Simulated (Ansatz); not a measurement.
## PbF2: energy against strain

PbF2 (fluorite, Fm-3m, 17.103 Å³/atom at rest) under an equal strain ε in the (001) plane with the normal axis free, as in a coherent film. PBEsol in Ansatz, a plane-wave DFT program (PAW, default set), 420 eV, 10×10×10 Γ-centred mesh, Fermi-Dirac smearing 0.05 eV; ions are relaxed within the symmetry of each cell.

Here s stands for strain and y for E less E0.

```csv
strain (%),E less E0 (meV/atom)
-3.00,?
-1.50,2.64
-1.00,1.19
-0.50,0.29
0.00,0.00
0.50,0.31
1.00,1.16
1.50,2.64
```

Taking a parabola for y over the 7 complete rows: Least squares gives y = 0.004 - 0.0029·s + 1.1714·s². Residuals (row less fit): -0.004, 0.012, -0.008, -0.004, 0.015, -0.013, 0.005; standard error 0.013 (degrees of freedom: 4). Twice the quadratic coefficient over the volume, 2 × 1.1714 meV × 10⁴ × 0.1602 / 17.103 Å³, is twice the biaxial elastic modulus of this plane = 219 ± 1.0 GPa.

Q: Estimate the missing y (s = -3.00); what did the run itself give?

A: y = 0.004 - 0.0029 × (-3.0) + 1.1714 × (-3.0)² = 10.555 meV/atom. The calculation gives 10.65 meV/atom, 0.095 meV/atom above the prediction (0.9 % of the range of y in the table). The row lies outside the fitted rows, so this is an extrapolation. From the scatter of the fitted rows alone, a prediction at this place has a standard error of 0.048 meV/atom, so the miss is 2.0 times that.

One order more, fitted to all 13 runs of the series, follows each within 0.02, so the miss is the next term of a smooth law. PbF2 is here the β form. Rows are the converged runs of the series near zero and its far end; series whose fitted rows scatter by over a few per cent of the range, as at a crossing or softening among them, aren't shown in this form. Most that stay on the fit to the last digits aren't either.
